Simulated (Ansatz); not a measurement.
# BGeSiN (model structure, started from the AlSiCN type, R3m, No. 160, 4 atoms in the cell)

The numbers are results of PBE (PAW; Ansatz, a program for electronic structure), not measurements.

Numerical settings: plane-wave cutoff 520 eV, 20×20×20 k mesh, Fermi–Dirac smearing 0.05 eV, scalar-relativistic PAW data made under PBE.

Cell (relaxed at this level):

```xyz
4
Lattice="1.6485 0.9518 5.4818 -1.6485 0.9518 5.4818 0.0000 -1.9035 5.4818" Properties=species:S:1:pos:R:3 pbc="T T T"
B      0.0000     0.0000     0.1891
N      0.0000     0.0000     1.7942
Ge     0.0000     0.0000     8.0759
Si     0.0000     0.0000    10.4983
```

| Property | Result |
|---|---|
| band gap | none |
| bulk modulus B0 | 118 GPa |

Note: the bulk modulus is −V dP/dV from two relaxed cells at ±2 % in volume; the relaxation could raise the start's symmetry but not lower it, so the cell can be a saddle point.

Spin–orbit coupling is not included.

Computed values are for the static lattice.

A model structure was made by putting elements into a prototype or built by hand; it is no filed structure, need not be a known phase, and can be a saddle point held by its symmetry.
